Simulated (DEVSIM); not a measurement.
Structure: Cr/La2O3/p-InP capacitor, at 300 K.

```tsv
layer (left to right)	material	thickness (nm)	Na (cm⁻³)
1	La2O3	15.0	-
2	InP	660	8.8e17
```

Metal gate on the left, work function 4.5 eV. Fixed charge at the semiconductor interface 0 cm⁻² (in units of +e); no interface traps.

This is a model device: material constants are rounded textbook-type values typed into the input, and sizes, dopings and lifetimes were drawn at random. Values at 300 K.

```csv
parameter,La2O3,InP
gap (eV),5.8,1.344
affinity (eV),1.8,4.38
permittivity,27,12.5
Nc (cm⁻³),-,5.7e17
Nv (cm⁻³),-,1.1e19
```

Model (solved in DEVSIM): 1D Poisson equation in equilibrium, Boltzmann statistics, complete ionisation; no quantum confinement or tunnelling. Metal contacts follow the ideal Schottky-Mott rule: no Fermi-level pinning, no interface dipoles.

Q: Give the band bending (positive: bands bend down) and minority sheet density.

A: 
```tsv
Vg (V)	ψs (V)	minority carriers (cm⁻²)
-1.3	-0.045	< 1e8
-1	0.078	< 1e8
-0.7	0.281	< 1e8
-0.4	0.514	< 1e8
-0.1	0.759	< 1e8
0.2	1.011	< 1e8
0.5	1.266	1.7e10
```
